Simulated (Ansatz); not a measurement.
Base system: HfS$_{2}$ in the CdI2 type structure (space group P-3m1, No. 164; a = 3.6057 Å, c = 5.7676 Å; layered, stacked along the Cartesian z axis).

Computed with plane-wave PAW DFT at the PBE-D3(BJ) level (Ansatz, a program for electronic structure, 420 eV), without spin-orbit coupling.

Before the change:

- Pressure: 0.00 GPa

It is then changed as follows: every lattice vector is stretched by 1.00 %, atoms relaxed at fixed cell.

Question: What happens to the pressure?

Answer: The pressure (mean of the normal stresses, compression positive) goes from zero to -1.29 GPa.

Question: Predict the new largest internal atomic displacement.

Answer: The largest internal atomic displacement is 0.028 Å.

Question: Estimate the effect on the energy relative to the base.

Answer: The energy grows by 2.7 meV/atom.

The cells carry an imposed strain or load. Whether these cells are dynamically stable was not tested.
